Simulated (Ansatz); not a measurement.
Take MgO in the rock salt structure (space group Fm-3m, No. 225; a = 4.214 Å) as the base. Axes: x, y, z lie along the cube axes.

Modification: a pure shear with ε_xy = ε_yx = 0.0250, atoms relaxed at fixed cell.

Levels (all Ansatz, an electronic-structure program, PAW): PBEsol (420 eV, without spin-orbit coupling); r2SCAN (500 eV, no spin-orbit coupling).

The geometry is relaxed with PBEsol.

```
Item                       Result
--------------------  -----------
PBEsol band gap           4.40 eV
PBEsol pressure          0.13 GPa
PBEsol gap character  direct at Γ
```

### Question
How does going to r2SCAN change the band gap, pressure and gap character?

### Answer
The band gap increases by 0.99 eV (4.40 eV → 5.39 eV); the pressure falls by 1.14 GPa (0.13 GPa → -1.01 GPa); the gap character remains direct at Γ.

Single points use the geometry relaxed with PBEsol. Their cutoffs differ, which shifts pressures a little. The cells carry an imposed strain or load. No phonon test of stability was made. The base started in P3_121 and relaxed to Fm-3m at this level. k-point labels follow each cell's own Brillouin zone.
